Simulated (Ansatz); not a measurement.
An ideal cubic perovskite cell is held by its symmetry; such compounds can tilt or shift off centre at room temperature. The starting structures come from a database of crystals and need not be the phases stable at ambient conditions.

 Where the default PAW files enter, the runs use the earlier of Ansatz's two default sets.

# Evanescent states of HfPbO₃ (Pm-3m, cubic perovskite, not sure to be the ambient phase, 5 atoms a cell, 14.4 Å³ an atom, -3 GPa at this level) along the normal of (001)

Level of theory: r2SCAN (plane waves, PAW; Ansatz, a quantum-chemistry and plane-wave program).

No gap correction and no spin-orbit coupling; mid-gap values are interpolated between computed energies.

Energies count from the valence-band top; κ is the least over a 8×8 mesh across the current.

```csv
E (eV),κ (1/Å),where
0.07,0.085,Γ
0.23,0.130,Γ
0.38,0.157,Γ
0.53,0.176,Γ
0.68,[?],Γ
0.82,[?],Γ
0.97,[?],Γ
1.12,[?],Γ
1.27,[?],Γ
1.43,[?],Γ
1.57,[?],Γ
1.73,[?],Γ
1.88,[?],Γ
2.02,[?],Γ
2.17,0.176,Γ
2.33,0.160,Γ
2.48,0.140,Γ
2.62,0.114,Γ
2.77,0.076,Γ
```

Question: Some entries are withheld; supply them.

Answer: 
- 0.68, κ (1/Å): 0.191
- 0.82, κ (1/Å): 0.201
- 0.97, κ (1/Å): 0.207
- 1.12, κ (1/Å): 0.211
- 1.27, κ (1/Å): 0.213
- 1.43, κ (1/Å): 0.212
- 1.57, κ (1/Å): 0.210
- 1.73, κ (1/Å): 0.205
- 1.88, κ (1/Å): 0.198
- 2.02, κ (1/Å): 0.188
